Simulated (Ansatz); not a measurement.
B20 (FeSi-type) MnGe was calculated with LDA (Ansatz, a program for electronic structure, plane waves, PAW).

Numerical settings: plane-wave cutoff 500 eV, 8×8×8 k mesh, Fermi–Dirac smearing 0.05 eV, spin-polarised start, scalar-relativistic PAW data made under PBE.

Computed at the level's own relaxed cell.

Problem. What does this level give for the equilibrium volume per atom and lattice constant a?

Solution. 
- equilibrium volume per atom = 12.10 Å³/atom
- lattice constant a = 4.591 Å

The run finds no gap.

Note: the magnetic order was assumed, not searched for or taken from measurement; the relaxation could not lower the start's symmetry, so the cell can be a saddle point above a distorted one.

Static lattice: no zero-point or thermal effects.

Cost on a shared machine: about 14 core-minutes (a rough figure).
